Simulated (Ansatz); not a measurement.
The parent structure is MgO in the rock salt structure (space group Fm-3m, No. 225).

```
CELL_PARAMETERS angstrom
      0.00000     2.10744     2.10744
      2.10744     0.00000     2.10744
      2.10744     2.10744     0.00000
ATOMIC_POSITIONS crystal
  O  0.00000 0.00000 0.00000
  Mg 0.50000 0.50000 0.50000
```

Cartesian axes are those of the cell as printed.

All numbers come from plane-wave PAW DFT at the PBEsol level (Ansatz, a program for electronic structure, 420 eV), without spin-orbit coupling, earlier PAW set.

Before the change:

The electron mass is 0.34 mₑ (at Γ) and the pressure comes out as 0.00 GPa. The gap character is direct at Γ.

The change: uniaxial strain ε_xx = −0.69 %, all other strain components held at zero; the atoms relax in the strained cell.

Problem. What does the calculation give for the electron mass, pressure and gap character after the change?

Solution. The electron mass remains 0.34 mₑ (at Γ); the pressure (mean of the normal stresses, compression positive) goes from zero to 1.13 GPa; the gap character is still direct at Γ.

Masses are band curvatures over ±0.01 Å⁻¹ around the edge. Stability against distortions was not tested. Labels are those of the standard path for the cell's own space group.
